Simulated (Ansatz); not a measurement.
Cost and result by functional for the surface energy of the (110) surface of tetragonal indium in its 1x1 cell, outermost plane spacing 2.35 Å in the ideal cut, in Ansatz (plane waves, PAW). Single points on the PBE structure, on one kind of machine; costs are rough ratios of the slab run's core time (references not counted) to the cheapest single point. r2SCAN's cost holds its higher cutoff (500 against 420 eV). Differences are taken against r2SCAN for comparison alone: no measured value is at hand, so the table doesn't rank accuracy.

Set-up: 6 atoms, 11.8 Å thick at the start; mesh 11x11x1; 0.1 eV smearing; dipole correction on; all atoms relaxed; start symmetry kept, larger cells not searched; no spin, no spin-orbit, no U. These notes are the PBE run's.

```json
[
 {"functional": "RPBE", "relative cost": "1", "surface energy (J/m²)": "0.23", "less r2SCAN (J/m²)": "-0.16"},
 {"functional": "LDA", "relative cost": "1", "surface energy (J/m²)": "0.55", "less r2SCAN (J/m²)": "0.16"},
 {"functional": "PBEsol", "relative cost": "1", "surface energy (J/m²)": "0.49", "less r2SCAN (J/m²)": "0.09"},
 {"functional": "r2SCAN", "relative cost": "2", "surface energy (J/m²)": "0.39", "less r2SCAN (J/m²)": "0.00"},
 {"functional": "PBE (the relaxed run's value)", "relative cost": "–", "surface energy (J/m²)": "0.34", "less r2SCAN (J/m²)": "-0.05"}
]
```

The values span 0.32 J/m², while the single points' costs differ by a factor of roughly 2. Differences are of unrounded values.

Ansatz is a program for electronic structure.
